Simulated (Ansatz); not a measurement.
GaN (P6_3mc), r2SCAN with spin-orbit coupling, rigid bands (Ansatz, a first-principles code): Condition of this run: biaxial stress in the c plane of -12 GPa (compression positive) (the target of the relaxation). band gap 1.93 eV, N_c = 1.78e18 cm⁻³ and N_v = 2.33e19 cm⁻³ at 300 K, conductivity masses along y (a = (3.28, 0.00, 0.00) Å; b = (-1.64, 2.84, 0.00) Å; c = (0.00, 0.00, 5.11) Å) of 0.174 mₑ (electrons) and 1.80 mₑ (holes). Take k_BT = 0.02585 eV.

Problem. What thermal injection velocity √(2k_BT/πm) limits a ballistic channel along the direction named?

Solution. 1.29e7 cm/s for electrons and 4.01e6 cm/s for holes, a ratio of √(m_h/m_e) = 3.22, for dilute carriers.

Problem. Find the intrinsic carrier density and the intrinsic Fermi level.

Solution. n_i = √(N_c N_v) exp(−E_g/2k_BT) = 6.44e18 × exp(−37.33) = 4.0e2 cm⁻³. The level lies (k_BT/2) ln(N_v/N_c) = 33 meV from mid-gap (positive towards the conduction band). Each 0.1 eV added to the gap lowers n_i by a factor of 6.9.

Problem. What built-in voltage has an abrupt junction with N_A = 1e17 and N_D = 1e17 cm⁻³, all dopants ionised?

Solution. V_bi = E_g/e − (k_BT/e) ln(N_c N_v/(N_A N_D)) = 1.93 − 0.02585 × 8.33 = 1.71 V. It follows the computed gap one for one.

Rigid, parabolic bands with the computed gap; masses take one relaxation time for all states. Geometry: cell and atoms relaxed with PBEsol.
